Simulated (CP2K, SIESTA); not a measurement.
A SIESTA input for a self-consistent single point of Cd2Hg (P1, 3 atoms in the cell) (DFT, GGA PBEsol, numerical atomic orbitals DZP, PseudoDojo PBEsol standard norm-conserving potentials (rewritten from UPF to PSML)):

```
# files in the folder: Cd.psml Hg.psml (PseudoDojo PBEsol standard)
SystemName  Cd2Hg
SystemLabel Cd2Hg

NumberOfAtoms                3
NumberOfSpecies              2
%block ChemicalSpeciesLabel
  1 48 Cd
  2 80 Hg
%endblock ChemicalSpeciesLabel
LatticeConstant              1.0 Ang
%block LatticeVectors
    -1.985519000    1.985519000    4.240667000
     1.985519000   -1.985519000    4.240667000
     1.985519000    1.985519000   -4.240667000
%endblock LatticeVectors
AtomicCoordinatesFormat      Ang
%block AtomicCoordinatesAndAtomicSpecies
    -0.033684330    0.008861371    2.818334566  1
     0.053456128    0.050430197    5.627293018  1
    -0.019769813   -0.059289583    0.035702175  2
%endblock AtomicCoordinatesAndAtomicSpecies

XC.functional                GGA
XC.authors                   PBEsol
PAO.BasisSize                DZP
PAO.EnergyShift              0.005 Ry
MeshCutoff                   400 Ry
%block kgrid.MonkhorstPack
   10   0   0  0.0
    0  10   0  0.0
    0   0  10  0.0
%endblock kgrid.MonkhorstPack
OccupationFunction           MP
OccupationMPOrder            0
ElectronicTemperature        272.0 meV

MaxSCFIterations             150
SCF.Mixer.Method             Pulay
SCF.Mixer.Weight             0.2
SCF.Mixer.History            6
SCF.DM.Tolerance             1.0E-05
Diag.ParallelOverK           true
WriteForces                  true
Charge.Mulliken              end
```

### Question
Translate this input to CP2K.

### Answer
This is the input that was run; spellings and numerical settings could be chosen otherwise.

```
&GLOBAL
  PROJECT bulk
  RUN_TYPE ENERGY_FORCE
  PRINT_LEVEL LOW
&END GLOBAL
&FORCE_EVAL
  METHOD Quickstep
  STRESS_TENSOR ANALYTICAL
  &DFT
    BASIS_SET_FILE_NAME BASIS_MOLOPT
    POTENTIAL_FILE_NAME GTH_POTENTIALS
    &QS
      METHOD GPW
      EPS_DEFAULT 1E-10
    &END QS
    &MGRID
      CUTOFF 500
      REL_CUTOFF 50
      NGRIDS 5
    &END MGRID
    &SCF
      SCF_GUESS ATOMIC
      EPS_SCF 1E-7
      MAX_SCF 100
      ADDED_MOS 7
      &DIAGONALIZATION
        ALGORITHM STANDARD
      &END DIAGONALIZATION
      &MIXING
        METHOD BROYDEN_MIXING
        ALPHA 0.2
        NBUFFER 12
        BETA 1
      &END MIXING
      &SMEAR ON
        METHOD GAUSSIAN
        SIGMA [eV] 0.272
      &END SMEAR
    &END SCF
    &KPOINTS
      SCHEME MONKHORST-PACK 10 10 10
      GAMMA_CENTERED T
    &END KPOINTS
    &XC
      &XC_FUNCTIONAL
        &PBE
          PARAMETRIZATION PBESOL
        &END PBE
      &END XC_FUNCTIONAL
    &END XC
    &PRINT
      &MO
        EIGENVALUES T
        OCCUPATION_NUMBERS T
        NDIGITS 8
        FILENAME mo
        &EACH
          QS_SCF 0
        &END EACH
        ADD_LAST NUMERIC
      &END MO
      &MULLIKEN OFF
      &END MULLIKEN
    &END PRINT
  &END DFT
  &SUBSYS
    &CELL
      ABC 5.08604200 5.08604243 5.08604202
      ALPHA_BETA_GAMMA 134.04297273 134.04297787 67.02089017
      PERIODIC XYZ
    &END CELL
    &COORD
      Cd       2.36649463     1.53088755    -0.01755248
      Cd       4.69077185     3.10855046     0.07345873
      Hg       0.01433998     0.04301064    -0.05590344
    &END COORD
    &KIND Cd
      BASIS_SET DZVP-MOLOPT-SR-GTH-q12
      POTENTIAL GTH-PBE-q12
    &END KIND
    &KIND Hg
      BASIS_SET DZVP-MOLOPT-SR-GTH-q12
      POTENTIAL GTH-PBE-q12
    &END KIND
  &END SUBSYS
  &PRINT
    &FORCES ON
    &END FORCES
    &STRESS_TENSOR ON
    &END STRESS_TENSOR
  &END PRINT
&END FORCE_EVAL
```

Basis, cutoffs, solver keys and any potentials are the target program's own. This input uses DFT PBEsol, GPW, DZVP-MOLOPT-SR-GTH basis, GTH-PBE potentials (GTH_POTENTIALS).

The starting cell comes from a database of computed structures (which also holds hypothetical and non-ambient phases and stackings), without a prior relaxation at this level. Its lattice was rescaled by a random factor within 2.5 % of one. For this run, on top of that: atoms moved at random.
